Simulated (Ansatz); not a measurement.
A working Ansatz (a program for electronic structure) input for YMg₆Sb (Amm2, 8 atoms in the cell) (DFT, PBEsol, plane waves, default PAW files made with PBE):

Ansatz 0.2 input:
```yaml
crystal:
  lattice:
    - [5.088620, 0.000000, 0.000000]
    - [0.000000, 3.382115, 5.639135]
    - [0.000000, -3.382115, 5.639135]
  atoms:
    - { symbol: Y, position: [0.000000, 0.829530, 0.829530] }
    - { symbol: Mg, position: [0.000000, 0.323550, 0.837570] }
    - { symbol: Mg, position: [0.000000, 0.837570, 0.323550] }
    - { symbol: Mg, position: [0.000000, 0.335370, 0.335370] }
    - { symbol: Mg, position: [0.500000, 0.183430, 0.657370] }
    - { symbol: Mg, position: [0.500000, 0.657370, 0.183430] }
    - { symbol: Mg, position: [0.500000, 0.168060, 0.168060] }
    - { symbol: Sb, position: [0.500000, 0.665110, 0.665110] }
kpoints:
  mp_grid:
    grid: [3, 3, 3]
    shift: [0.5, 0.5, 0.5]
hamiltonian:
  xc: pbesol
  pseudopotentials:
    kind: paw
scf:
  occupations:
    method: fermi_dirac
    width: 0.136
output:
  forces: true
  eigenvalues: true
  stress: true
```

The run converged in 7 iterations: free energy E − TS (on the zero of these files) -21676.6698 eV; Fermi level (on the code's own zero) 7.18 eV; pressure -1.12 GPa; largest force (vector length) 0.189 eV/Å. Each of these slips is then made, one at a time:

(1)
```diff
-    shift: [0.5, 0.5, 0.5]
+    shift: [1, 1, 1]
```

(2)
```diff
-  lattice:
+  cell:
```

### Question
Predict the outcome of each change.

### Answer

(1) A mesh shift typed as a flag of 1. The program stopped before any SCF iteration.
```
Error: invalid value for `kpoints.mp_grid.shift`: each number counts steps of the mesh from Γ, half a step is 0.5 and a whole step moves no point: type 0.5 for a flag of 1, and leave whole steps out of any other number: each must be finite and in (-1, 1); got [1, 1, 1]
```

(2) A keyword that the program does not know. The program stopped before any SCF iteration.
```
Error: YAML parse error: error: line 2 column 3: unknown field `cell`, expected one of checkpoint, saddle_side, structure_sha256, lattice, periodic, space_group, setting, atoms, reduce_to_primitive, conventional_axes, supercell, defects, symmetry, host
 --> <input>:2:3
  |
1 | crystal:
2 |   cell:
  |   ^ unknown field `cell`, expected one of check [...]
```

The starting cell comes from a database of computed structures (which also holds hypothetical and non-ambient phases and stackings), without a prior relaxation at this level. Ansatz's pressure includes its estimate of the finite-basis (Pulay) stress. Without a gap this mesh is coarse (it stands for a supercell whose shortest vector is 15 Å).

Left out of this page: 3 runs of the series outside the window shown, repeating another row's setting, or not comparable; 1 run of the series stopped by limits of time or memory.
